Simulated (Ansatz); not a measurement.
# Effect of uniaxial strain ε_zz = −3.67 % on InSe

Take InSe in the beta-GaS type structure (space group P6_3/mmc, No. 194; a = 4.017 Å, c = 16.933 Å; layered, stacked along the Cartesian z axis) as the base. Axes: x lies along a and z along c of the hexagonal cell.

One thing is altered: the cell is compressed by 3.67 % along z with no lateral relaxation; the atoms relax in the strained cell.

Calculations: DFT with r2SCAN+rVV10, PAW potentials and a 500 eV plane-wave cutoff in Ansatz (an electronic-structure program), spin-orbit coupling left out. Settings: 10×10×2 k-points, 0.05 eV Fermi–Dirac smearing.

| quantity | base | changed | shift |
|---|---|---|---|
| volume per atom | 29.57 Å³ | 28.49 Å³ | -1.085 Å³ |
| space group | P6_3/mmc (No. 194) | P6_3/mmc (No. 194) | – |
| shortest interatomic distance | 2.643 Å | 2.635 Å | -0.008 Å |
| energy relative to the base (free energy F) | 0 meV/atom | +5.4 meV/atom | +5.4 meV/atom |
| pressure (mean of the normal stresses, compression positive) | 0.00 GPa | 1.01 GPa | +1.01 GPa |
| band gap | 0.85 eV | 0.68 eV | -0.176 eV |
| gap character | direct at Γ | direct at Γ | – |
| width of the top valence band | 1.76 eV | 1.89 eV | +0.13 eV |
| electron mass | 0.085 mₑ along c, 0.14 mₑ across (at Γ) | 0.064 mₑ along z, 0.13 mₑ across (at Γ) | – |
| hole mass | 0.080 mₑ along c, 1.9 mₑ across (at Γ) | 0.061 mₑ along z, 2.0 mₑ across (at Γ) | – |
| valence-band top at Γ (three highest levels, from the VBM) | 0.00, -1.16, -1.16 eV | 0.00, -1.33, -1.33 eV | – |
| valley order (the lowest conduction-band minima on the path, energy above the VBM, named in the base's zone) | Γ 0.85 eV; M (1/2, 0, 0) 1.50 eV; K (1/3, 1/3, 0) 1.74 eV | Γ 0.68 eV; M (1/2, 0, 0) 1.28 eV; K (1/3, 1/3, 0) 1.50 eV | – |
| largest internal atomic displacement | – | 0.068 Å | – |
| stress (xx, yy, zz, yz, xz, xy; compression positive) | – | (0.62, 0.62, 1.78, 0.00, 0.00, 0.00) GPa | – |

Final structure:

```yaml
crystal:
  lattice:
    - [4.01657, 0.00000, 0.00000]
    - [-2.00829, 3.47846, 0.00000]
    - [0.00000, 0.00000, 16.31122]
  atoms:
    - { symbol: In, position: [0.33333, 0.66667, 0.66538] }
    - { symbol: In, position: [0.66667, 0.33333, 0.16538] }
    - { symbol: In, position: [0.66667, 0.33333, 0.33462] }
    - { symbol: In, position: [0.33333, 0.66667, 0.83462] }
    - { symbol: Se, position: [0.33333, 0.66667, 0.08866] }
    - { symbol: Se, position: [0.66667, 0.33333, 0.58866] }
    - { symbol: Se, position: [0.66667, 0.33333, 0.91134] }
    - { symbol: Se, position: [0.33333, 0.66667, 0.41134] }
```

Effective masses come from finite differences of ±0.01 Å⁻¹. Whether these cells are dynamically stable was not tested.
